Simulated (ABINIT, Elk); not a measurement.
An Elk input for a self-consistent single point of NaI (Fm-3m, 2 atoms in the cell) (DFT, PBE, all-electron FP-LAPW, Elk's shipped species files, APW+lo basis with extra local orbitals):

```
tasks
  0

xctype
  20

tforce
  .true.

rgkmax
  7.5

gmaxvr
  18.0

lmaxapw
  10

lmaxo
  8

nxlo
  2

lorbcnd
  .true.

lradstp
  2

nrmtscf
  2.0

lmaxi
  4

stype
  3

swidth
  0.00183747

avec
    0.0000000000    5.9909987329    5.9909987329
    5.9909987329    0.0000000000    5.9909987329
    5.9909987329    5.9909987329    0.0000000000

atoms
  2   : nspecies
  'Na.in'   : spfname
  1   : natoms; atposl, bfcmt below
  0.0000000000  0.0000000000  0.0000000000    0.0 0.0 0.0
  'I.in'   : spfname
  1   : natoms; atposl, bfcmt below
  0.5000000000  0.5000000000  0.5000000000    0.0 0.0 0.0

ngridk
  9 9 9
```

**Question.** Write the same calculation as an input for ABINIT.

**Answer.** This is the input that was run; spellings and numerical settings could be chosen otherwise.

```
# NaI, PseudoDojo nc-sr-05 PBE standard
pp_dirpath "./"
pseudos "Na.upf, I.upf"
acell 3*1.0
rprim
        -0.0000000000    5.9909987329    5.9909987329
         5.9909987329   -0.0000000000    5.9909987329
         5.9909987329    5.9909987329   -0.0000000000
natom 2
ntypat 2
znucl 11 53
typat 1 2
xcart
         0.0000000000    0.0000000000    0.0000000000
         3.1703000000    3.1703000000    3.1703000000
      Angstrom
ecut 44 Ha
occopt 3
tsmear 0.00183747
nband 13
kptopt 1
ngkpt 9 9 9
nshiftk 1
shiftk 0 0 0
nstep 50
tolvrs 1.0e-12
prtwf 0
prtden 0
prtvol 1
enunit 1
```

Basis settings and potentials, where a program has them, do not carry over. This input uses DFT, PBE, plane waves, norm-conserving pseudopotentials (PseudoDojo nc-sr-05 PBE standard). Both were run: gap on the mesh 3.793 eV in Elk and 3.809 in ABINIT.

On ABINIT: the starting cell has typed, rounded lattice constants, without a prior relaxation at this level. For this run, on top of that: lattice scaled by 0.98. Spin-orbit coupling is off.

On Elk: the starting cell has typed, rounded lattice constants, without a prior relaxation at this level. For this run, on top of that: lattice scaled by 0.98. Spin-orbit coupling is off. Values depend on the basis (sphere radii, cutoffs, local orbitals), which need not be converged.
